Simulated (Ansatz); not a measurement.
Computed with PBE (plane waves to 420 eV, PAW; Ansatz, a program for electronic structure).

Electrostatic potential energy of an electron, averaged over planes parallel to the surface, in eV from the Fermi level, for a constructed model of the (111) surface of fcc Rh, p(2x2) surface alloy, Zn on one Rh site of the top plane (bottom of the slab: a bare face, its two planes held):

(z (Å), V (eV)): (4.01, 5.16); (4.30, 5.16); (4.58, 5.15); (4.87, 5.15); (5.16, 5.14); (5.44, 5.12); (5.73, 5.08); (6.02, 4.99); (6.30, 4.80); (6.59, 4.39); (6.88, 3.50); (7.16, 1.58); (7.45, -3.64); (7.73, -13.97); (8.02, -23.13); (8.31, -25.32); (8.59, -19.29); (8.88, -8.74); (9.17, -1.31); (9.45, -0.78); (9.74, -6.81); (10.03, -17.46); (10.31, -24.91); (10.60, -24.69); (10.89, -16.91); (11.17, -6.40); (11.46, -0.96); (11.74, -2.20); (12.03, -10.39); (12.32, -20.69); (12.60, -25.77); (12.89, -22.68); (13.18, -13.14); (13.46, -3.55); (13.75, -0.44); (14.04, -3.44); (14.32, -12.94); (14.61, -22.54); (14.90, -25.75); (15.18, -20.79); (15.47, -10.51); (15.76, -2.19); (16.04, -0.74); (16.33, -5.78); (16.61, -16.21); (16.90, -24.36); (17.19, -25.08); (17.47, -17.99); (17.76, -7.37); (18.05, -1.01); (18.33, -1.33); (18.62, -8.08); (18.91, -17.16); (19.19, -22.03); (19.48, -19.92); (19.77, -11.93); (20.05, -3.10); (20.34, 1.59); (20.62, 3.36); (20.91, 4.19); (21.20, 4.59); (21.48, 4.77); (21.77, 4.86); (22.06, 4.91); (22.34, 4.93); (22.63, 4.94); (22.92, 4.94); (23.20, 4.94); (23.49, 4.94); (23.78, 4.94)

Slab: 24 atoms, 11.0 Å thick at the start; k 8x8x1, smearing 0.1 eV, dipole-corrected; 8 atoms held, the rest relaxed; symmetry of the start imposed; no spin, no spin-orbit, no U. It is one candidate, not shown to be the stable structure of the face.

The vacuum level lies 4.94 eV above the Fermi level over the top face and 5.16 eV above it under the bottom face.
